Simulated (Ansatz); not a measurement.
The starting structures come from a database of crystals and need not be the phases stable at ambient conditions.

By LDA, the system below comes out a metal.

Without scattering a metal conducts by its projected Fermi surface.

Given:

```xyz
3
Lattice="2.8816 0.0000 0.0000 -1.4408 2.4955 0.0000 1.4408 0.8318 5.0021" Properties=species:S:1:pos:R:3 pbc="T T T"
Mo     1.4408     2.4955     3.6449
Mo     1.4408     0.8318     1.3572
N      0.0000     0.0000     0.0000
```

Space group of this cell: R-3m. The cell is taken as given; by LDA its mean pressure is -12.4 GPa.

The current flows along the normal of the first two printed cell vectors, the (001) plane of the conventional cell. No spin-orbit coupling; the value is a mean over 0.1 eV about the Fermi level.

Estimate the ballistic conductance per area that LDA run with Ansatz (a program for electronic structure) returns for this system.

0.67 × 10¹⁵ S/m² for both spins.
